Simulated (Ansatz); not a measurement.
For AlSn₂Sb (model structure, started from the BC2N type, R3m, No. 160, 4 atoms in the cell), PBE in Ansatz (PAW) gives:

* **lattice constant a**: 4.583 Å
* **lattice parameter c**: 22.207 Å
* **bulk modulus B0**: 38.4 GPa
* **cohesive energy**: 3.07 eV/atom

Task: What does r²SCAN in Ansatz (plane waves, PAW) give for the same quantities?

Result: 
- lattice constant a: 4.535 Å (falls by 1.0 %)
- lattice parameter c: 22.010 Å (decreases by 0.9 %)
- bulk modulus: 44.6 GPa (grows by 16 %)
- cohesive energy: 3.14 eV/atom (rises by 0.07 eV/atom)

Changes are worked out from the printed values.

Unless a cell is named, each level is at its own relaxed cell (PBE 33.66, r²SCAN 32.67 Å³/atom).

Levels without +SOC leave out spin–orbit coupling, which shifts energies and cells of such heavy elements.

Caveats: the bulk modulus is −V dP/dV from two relaxed cells at ±2 % in volume (PBE, r²SCAN). Ansatz's density-functional and Hartree–Fock values are scalar-relativistic unless marked +SOC, with PAW data made under PBE.

A model structure was made by putting elements into a prototype or built by hand; it is no filed structure, need not be a known phase, and can be a saddle point held by its symmetry.

Ansatz is a program for electronic structure.
